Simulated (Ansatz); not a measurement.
TlAs in the CsCl type structure (space group Pm-3m, No. 221; a hypothetical phase, not in the database extracts checked)

```yaml
crystal:
  lattice:
    - [3.68311, 0.00000, 0.00000]
    - [0.00000, 3.68311, 0.00000]
    - [0.00000, 0.00000, 3.68311]
  atoms:
    - { symbol: Tl, position: [0.00000, 0.00000, 0.00000] }
    - { symbol: As, position: [0.50000, 0.50000, 0.50000] }
```

Level of theory: PBE/PAW in Ansatz (an electronic-structure program), spin-orbit coupling left out. Settings: 13×13×13 k-points, 0.05 eV Fermi–Dirac smearing.

```json
{
  "volume_per_atom": "24.98 Å³",
  "density": "9.28 g/cm³",
  "band_gap": "zero",
  "total_energy": "-8149.810 eV/atom (σ→0; compares only within this code and set-up)"
}
```

Whether these cells are dynamically stable was not tested. All final runs are without spin polarisation.
